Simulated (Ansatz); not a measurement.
Take W in the bcc (W type) structure (space group Im-3m, No. 229; a = 3.1694 Å; relaxed with 0.1 eV smearing) as the base. Axes: x, y, z lie along the cube axes.

Calculations: r2SCAN (Ansatz, a program for electronic structure), scalar-relativistic without spin-orbit coupling, earlier PAW set.

For the base:

- Shortest interatomic distance: 2.745 Å

Now apply this change: a pure shear with ε_xz = ε_zx = 0.0039, atoms relaxed at fixed cell.

Predict the new stress.

The stress (xx, yy, zz, yz, xz, xy; compression positive) comes out as (0.0, 0.0, 0.0, 0.0, -1.2, 0.0) GPa.

What happens to the shortest interatomic distance?

The shortest interatomic distance decreases by 0.007 Å (2.745 Å → 2.738 Å).

What does the calculation give for the energy relative to the base after the change?

The energy rises by 0.5 meV/atom.

The cells carry an imposed strain or load. Whether these cells are dynamically stable was not tested. All final runs are without spin polarisation.
